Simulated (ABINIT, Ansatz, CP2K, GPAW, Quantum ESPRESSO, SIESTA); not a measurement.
TiNi (Pm-3m, 2 atoms in the cell) computed with different codes at matched settings

Self-consistent single point, at a second geometry (lattice scaled by 0.98). First geometry:

```yaml
crystal:
  lattice:
    - [2.96088, 0.00000, 0.00000]
    - [0.00000, 2.96088, 0.00000]
    - [0.00000, 0.00000, 2.96088]
  atoms:
    - { symbol: Ti, position: [0.50000, 0.50000, 0.50000] }
    - { symbol: Ni, position: [0.00000, 0.00000, 0.00000] }
```

Shared settings, as Ansatz (a first-principles code) writes them: kpoints.mp_grid.grid = 9 9 9; scf.occupations.method = gaussian; scf.occupations.width = 0.1 eV. Potentials and cutoffs stand in the table.

| code | model | ΔF from the first geometry (meV/atom) | pressure (GPa) | cutoff |
|---|---|---|---|---|
| Quantum ESPRESSO | LDA (PZ), GBRV 1.5 ultrasoft (LDA) pseudopotentials | 6.9 | 7.60 | 50 Ry |
| Ansatz | LDA (PW92), PAW files made with PBE | 6.0 | 7.43 | 420 eV |
| SIESTA | LDA PW92, numerical atomic orbitals DZP, PseudoDojo LDA standard norm-conserving potentials (rewritten from UPF to PSML) | -32.1 | 0.02 | grid 300 Ry |
| CP2K | LDA (Pade form), GPW, TZVP-MOLOPT-SR-GTH basis, GTH-PADE potentials (GTH_POTENTIALS) | 4.2 | 7.20 | grid 600 Ry |
| ABINIT | LDA (PW92), norm-conserving pseudopotentials (PseudoDojo nc-sr-04 LDA standard) | 5.9 | 7.43 | 49 Ha |
| GPAW | LDA (Perdew-Wang 92), GPAW PAW datasets LDA (gpaw-data 1.0.1) | 11.8 | 8.67 | 800 eV |

On Ansatz's run: spin polarisation is off.

The spread over the programs that give each value: ΔF from the first geometry within 43.9 meV/atom; pressure within 8.65 GPa.

SIESTA and CP2K use small atom-centred bases, whose incompleteness enters pressures, forces and empty levels differently from a plane-wave cutoff. Ansatz's pressure is given at a fixed set of plane waves, as the other plane-wave codes print theirs; with its correction for the finite basis it is 7.50 GPa. The same LDA comes in different parametrisations, which differ slightly. In the pressure, SIESTA (by 7.49) and GPAW (by 1.16) lie more than 1 GPa from the median of the plane-wave programs.

The starting cell comes from a database of computed structures (which also holds hypothetical and non-ambient phases and stackings), without a prior relaxation at this level. Its lattice was rescaled by a random factor within 2.5 % of one. For this run, on top of that: lattice scaled by 0.98.

Left out of this page: Elk and FLEUR (not drawn, or without a comparable value).

Keys are those of Ansatz 0.2.
